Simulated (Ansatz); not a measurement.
For C (model structure, P6₁22, No. 178, 6 atoms in the cell), LDA (PAW; Ansatz, an electronic-structure program) gives:

| Item | Value |
|---|---|
| lattice constant a | 3.535 Å |
| lattice parameter c | 3.336 Å |
| bulk modulus B0 | 418 GPa |
| cohesive energy | 8.81 eV/atom |
| band gap | 3.99 eV |

### Question
What does r²SCAN (Ansatz, plane waves, PAW) give for the same quantities?

### Answer

- lattice constant a: 3.561 Å (increases by 0.7 %)
- lattice parameter c: 3.364 Å (increases by 0.8 %)
- bulk modulus: 404 GPa (decreases by 3.3 %)
- cohesive energy: 7.37 eV/atom (shrinks by 1.44 eV/atom)
- band gap: 4.41 eV (increases by 0.42 eV)

Changes are worked out from the printed values.

Unless a cell is named, each level is at its own relaxed cell (LDA 6.02, r²SCAN 6.16 Å³/atom).

Density-functional gaps are differences of (generalised) Kohn–Sham levels.

Caveats: the bulk modulus is −V dP/dV from two relaxed cells at ±2 % in volume (LDA, r²SCAN). Ansatz's density-functional and Hartree–Fock values are scalar-relativistic unless marked +SOC, with PAW data made under PBE.

A model structure was made by putting elements into a prototype or built by hand; it is no filed structure, need not be a known phase, and can be a saddle point held by its symmetry.
